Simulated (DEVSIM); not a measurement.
# abrupt In0.53Ga0.47As p-n junction

Structure: abrupt In0.53Ga0.47As p-n junction, at 300 K.

```
layer (left to right)        material  thickness (μm)  Nd (cm⁻³)  Na (cm⁻³)  τn (s)  τp (s)
---------------------  --------------  --------------  ---------  ---------  ------  ------
1                      In0.53Ga0.47As           0.160          -     7.3e15  3.4e-8  3.4e-8
2                      In0.53Ga0.47As            17.0     8.3e14          -  3.4e-8  3.4e-8
```

Left contact: ohmic. Right contact: ohmic. Voltage is applied to the left contact. Recombination: SRH at mid-gap, Auger. Mobility is μmin + (μ − μmin)/(1 + (N/Nref)^α).

The device is made up for the run: typed textbook-type constants, with dimensions and the other settings drawn at random. Values at 300 K.

| parameter | In0.53Ga0.47As |
|---|---|
| gap (eV) | 0.74 |
| affinity (eV) | 4.51 |
| permittivity | 13.9 |
| Nc (cm⁻³) | 2.1e17 |
| Nv (cm⁻³) | 7.7e18 |
| μn (cm²/Vs) | 12000 |
| μp (cm²/Vs) | 300 |
| μn,min | 300 |
| μp,min | 10 |
| Nref,n | 1.3e17 |
| Nref,p | 4.9e17 |
| αn | 0.48 |
| αp | 0.4 |
| Cn (cm⁶/s) | 5e-29 |
| Cp (cm⁶/s) | 5e-29 |

DEVSIM, 1D drift-diffusion, Boltzmann statistics, complete ionisation; no tunnelling, impact ionisation, image-force lowering or self-heating.

```json
{
 "potential_step_across_the_device_at_zero_bias": "0.417 V",
 "largest_field_in_the_device_at_zero_bias": "8700 V/cm",
 "Dark forward voltage at 1 A/cm²": "0.212 V",
 "Dark forward voltage at 100 A/cm²": "0.438 V"
}
```

Dark reverse current:

```json
[
 {"V (V)": "-0.10", "J (A/cm²)": "-0.00045"},
 {"V (V)": "-0.25", "J (A/cm²)": "-0.00055"},
 {"V (V)": "-0.50", "J (A/cm²)": "-0.00070"},
 {"V (V)": "-0.75", "J (A/cm²)": "-0.00084"},
 {"V (V)": "-1.00", "J (A/cm²)": "-0.00098"},
 {"V (V)": "-1.50", "J (A/cm²)": "-0.0013"},
 {"V (V)": "-2.00", "J (A/cm²)": "-0.0015"},
 {"V (V)": "-2.50", "J (A/cm²)": "-0.0018"},
 {"V (V)": "-3.25", "J (A/cm²)": "-0.0022"},
 {"V (V)": "-4.00", "J (A/cm²)": "-0.0025"},
 {"V (V)": "-5.00", "J (A/cm²)": "-0.0029"}
]
```

Dark forward current:

(V (V), J (A/cm²)): (0.05, 0.0022); (0.10, 0.016); (0.15, 0.11); (0.25, 3.8); (0.30, 15); (0.35, 38); (0.40, 71); (0.45, 110); (0.55, 220); (0.60, 280); (0.65, 350); (0.70, 430); (0.80, 620); (0.85, 720); (0.90, 840); (0.95, 960); (1.00, 1100); (1.10, 1400); (1.15, 1500); (1.20, 1700)
